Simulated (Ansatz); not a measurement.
**Pressure series in Ta2N**

Take Ta$_{2}$N in the anti-CdI2 type structure (space group P-3m1, No. 164) as the base.

```xyz
3
Lattice="3.0667 0.0000 0.0000 -1.5333 2.6558 0.0000 0.0000 0.0000 4.8845" Properties=species:S:1:pos:R:3 pbc="T T T"
N      0.0000     0.0000     0.0000
Ta     0.0000     1.7705     1.2556
Ta     1.5333     0.8853     3.6289
```

Cell and atoms are relaxed at each pressure.

Level of theory: plane-wave PAW DFT at the r2SCAN+rVV10 level (Ansatz, an electronic-structure program, 500 eV), scalar-relativistic without spin-orbit coupling.

```tsv
pressure (GPa)	volume per atom (Å³/atom)
-2	13.352
0	13.261
3	13.130
7	?
15	12.667
30	12.188
50	11.666
75	11.138
100	10.704
```

Question: Fit the third-order Birch–Murnaghan form P(V) = (3B₀/2)[(V₀/V)^(7/3) − (V₀/V)^(5/3)]·[1 + (3/4)(B₀′ − 4)((V₀/V)^(2/3) − 1)] (squares taken in P) to the rows shown and predict the withheld row.

Answer: Least squares on the printed values gives V₀ = 13.260 Å³/atom, B₀ = 299 GPa, B₀′ = 4.2; this predicts 12.967 Å³/atom, and the run gives 12.966 Å³/atom, in agreement.

Load acts through the strain it causes; cell and atoms are relaxed under it. Stability against distortions was not tested. No other phases were tried under pressure. All final runs are without spin polarisation. An odd electron count without spin: Ta2N.
